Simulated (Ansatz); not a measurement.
Results of PBE0 (PAW; Ansatz, an electronic-structure program) for GaP (R-3m, No. 166, 4 atoms in the cell; start mp-1018275; a measured phase of this formula has another space group).

Numerical settings: plane-wave cutoff 500 eV, 6×6×6 k mesh, gaussian smearing 0.02 eV, scalar-relativistic PAW data made under PBE.

Cell (relaxed with r²SCAN):

```yaml
crystal:
  lattice:
    - [1.92073, 1.10893, 6.37297]
    - [-1.92073, 1.10893, 6.37297]
    - [0.00000, -2.21786, 6.37297]
  atoms:
    - { symbol: Ga, position: [0.43577, 0.43577, 0.43577] }
    - { symbol: Ga, position: [0.56423, 0.56423, 0.56423] }
    - { symbol: P, position: [0.05767, 0.05767, 0.05767] }
    - { symbol: P, position: [0.94233, 0.94233, 0.94233] }
```

Task: Predict the band gap.

Result: 
* **band gap**: 2.06 eV (on the SCF k mesh)

Note: cell and atoms aren't relaxed at this level (pressure 0.4 GPa).

Spin–orbit coupling is not included.

Static lattice: no zero-point or thermal effects.

The result took about 3 core-minutes (a rough figure).

A start named mp-… is a Materials Project structure, which need not be a measured phase.
